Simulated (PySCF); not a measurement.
PySCF 2.14.0, WB97X/def2-tzvp: silene (C=[SiH2]), 6 atoms. The geometry is a generated start, not checked to be a minimum at this level.

```yaml
task: energy
method: wb97x
basis: def2-tzvp
mol.max_memory: 7000 MB
mf.init_guess: minao (default)
mf.DIIS: CDIIS (default)
mf.diis_space: 8 (default)
mf.conv_tol: 1e-09 (default)
mf.grids.level: 3 (default)
basis functions (reference run): 92
grid points (reference run): 72536
```

```xyz
6

C     -0.9571    -0.0475    -0.0245
Si     0.7871     0.0443     0.0295
H     -1.5840     0.8244    -0.0845
H     -1.4819    -0.9875    -0.0318
H      1.6745    -1.1138     0.0958
H      1.5614     1.2800     0.0155
```
Charge 0, spin multiplicity 1.

The reference run uses exact four-centre integrals. Single runs; times are not shown.

Settings tried, all else as in the reference:
- COSX exchange (sgx_fit, pjs) with fitted J, mf.with_df.grids_level_i = 1, mf.with_df.grids_level_f = 4
- COSX exchange (sgx_fit, pjs) with fitted J, mf.with_df.grids_level_i = 1, mf.with_df.grids_level_f = 1
- density fitting of J alone, exact K
- density fitting, auxbasis = def2-universal-jfit
- COSX exchange (sgx_fit, pjs) with fitted J, mf.with_df.grids_level_i = 1, mf.with_df.grids_level_f = 3
- COSX exchange (sgx_fit, pjs) with fitted J, mf.with_df.grids_level_i = 1, mf.with_df.grids_level_f = 2 (default)
- density fitting
- density fitting, auxbasis = autoaux

Which of these stay within 0.10 meV/atom in energy of the reference run?

Within it: density fitting, auxbasis = autoaux. Outside: density fitting; COSX exchange (sgx_fit, pjs) with fitted J, mf.with_df.grids_level_i = 1, mf.with_df.grids_level_f = 2 (default); COSX exchange (sgx_fit, pjs) with fitted J, mf.with_df.grids_level_i = 1, mf.with_df.grids_level_f = 3; COSX exchange (sgx_fit, pjs) with fitted J, mf.with_df.grids_level_i = 1, mf.with_df.grids_level_f = 4; density fitting of J alone, exact K; COSX exchange (sgx_fit, pjs) with fitted J, mf.with_df.grids_level_i = 1, mf.with_df.grids_level_f = 1; density fitting, auxbasis = def2-universal-jfit.

| setting | energy against the reference |
|---|---|
| density fitting, auxbasis = autoaux | −0.018 meV/atom |
| density fitting | −0.25 meV/atom |
| COSX exchange (sgx_fit, pjs) with fitted J, mf.with_df.grids_level_i = 1, mf.with_df.grids_level_f = 2 (default) | −0.31 meV/atom |
| COSX exchange (sgx_fit, pjs) with fitted J, mf.with_df.grids_level_i = 1, mf.with_df.grids_level_f = 3 | −0.31 meV/atom |
| COSX exchange (sgx_fit, pjs) with fitted J, mf.with_df.grids_level_i = 1, mf.with_df.grids_level_f = 4 | −0.31 meV/atom |
| density fitting of J alone, exact K | −0.31 meV/atom |
| COSX exchange (sgx_fit, pjs) with fitted J, mf.with_df.grids_level_i = 1, mf.with_df.grids_level_f = 1 | −0.36 meV/atom |
| density fitting, auxbasis = def2-universal-jfit | +1300 meV/atom |

Total energies are compared; such shifts often cancel in part in energy differences. sgx_fit (COSX, pjs=True) fits J as well, so its difference is the sum of the grid's shift in exchange and the fit's in Coulomb. def2-universal-jfit is made for Coulomb alone and misses functions that exchange needs. Also tried and not ranked: density fitting, auxbasis = def2-universal-jkfit (same energy as a listed run). The tolerance is a choice made for this comparison.
